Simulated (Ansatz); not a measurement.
Effective masses and thermopower of LiF under load (space group Fm-3m)

Consider the following.

```xyz
2
Lattice="0.0000 2.0279 2.0279 2.0279 0.0000 2.0279 2.0279 2.0279 0.0000" Properties=species:S:1:pos:R:3 pbc="T T T"
Li     0.0000     0.0000     0.0000
F      2.0279     2.0279     2.0279
```

Level of theory: PBE, rigid bands (plane waves, PAW, scalar-relativistic; Ansatz, a quantum-chemistry and plane-wave program). Condition of this run: hydrostatic pressure of -2.4 GPa (compression positive) (the target of the relaxation). Geometry: cell and atoms relaxed with PBEsol, then loaded as said.

| Property | Value |
|---|---|
| band gap | 8.91 eV |
| electron conductivity mass (300 K, dilute) | 0.89 mₑ |
| hole conductivity mass (300 K, dilute) | 3.7 mₑ |
| effective density of states N_c (300 K) | 2.1e19 cm⁻³ |
| effective density of states N_v (300 K) | 2.4e21 cm⁻³ |
| density-of-states mass, electrons | 0.90 mₑ |
| density-of-states mass, holes | 21 mₑ |
| Seebeck coefficient, n-type 1e19 cm⁻³, 300 K | -281 μV/K |
| best n-type power factor at 300 K for τ = 10 fs (best axis; densities from 1e16 to 1e21 cm⁻³ tried, whether or not they can be reached) | 3.9 μW/(cm·K²) at 1e20 cm⁻³ |
| Seebeck coefficient, p-type 1e19 cm⁻³, 300 K | 657 μV/K |

Rigid bands; masses and Seebeck coefficients take one relaxation time τ for all states and one kind of carrier; polarons and phonon drag are left out. Spin-orbit coupling is left out. Geometry: cell and atoms relaxed with PBEsol.
